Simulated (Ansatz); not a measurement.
The starting structures come from a database of crystals and need not be the phases stable at ambient conditions.

By PBEsol, the system below comes out a metal.

Given:

```
AgZn
1.0
    2.87225     0.00000     0.00000
    1.43571     2.48769     0.00000
    0.02515     0.01452     4.41756
Zn Ag
1 1
Direct
  0.66668   0.66668   0.25000
  0.33333   0.33333   0.75000
```

Space group of this cell: Cm. The cell is taken as given; by PBEsol its mean pressure is -2.8 GPa.

The current flows along the normal of the first two printed cell vectors. No spin-orbit coupling; the value is a mean over 0.1 eV about the Fermi level.

Q: State the ballistic conductance per area according to PBEsol (Ansatz, a quantum-chemistry and plane-wave program).

A: 0.82 × 10¹⁵ S/m² for both spins.
